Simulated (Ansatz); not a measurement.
Results of r²SCAN+SOC (PAW; Ansatz, a program for electronic structure) for InSbO4 (model structure, started from the BPO4 type, I-4, No. 82, 6 atoms in the cell).

Run with plane-wave cutoff 560 eV, 8×8×8 k mesh, Fermi–Dirac smearing 0.01 eV, PAW data made under PBE.

Cell (relaxed with PBEsol):

```yaml
crystal:
  lattice:
    - [-2.92947, 2.92947, 3.88285]
    - [2.92947, -2.92947, 3.88285]
    - [2.92947, 2.92947, -3.88285]
  atoms:
    - { symbol: In, position: [0.25000, 0.75000, 0.50000] }
    - { symbol: Sb, position: [0.00000, 0.00000, 0.00000] }
    - { symbol: O, position: [0.27573, 0.35726, 0.37841] }
    - { symbol: O, position: [0.64274, 0.02115, 0.91847] }
    - { symbol: O, position: [0.97885, 0.89732, 0.62159] }
    - { symbol: O, position: [0.10268, 0.72427, 0.08153] }
```

Q: Estimate the band gap and smallest direct gap on the k points sampled that the calculation returns.

A: 
- band gap = 2.86 eV (indirect)
- smallest direct gap on the k points sampled = 2.89 eV

Note: the relaxation could raise the start's symmetry but not lower it, so the cell can be a saddle point; cell and atoms aren't relaxed at this level (largest force component 0.19 eV/Å, pressure -1.0 GPa).

Static lattice: no zero-point or thermal effects.

A model structure was made by putting elements into a prototype or built by hand; it is no filed structure, need not be a known phase, and can be a saddle point held by its symmetry.
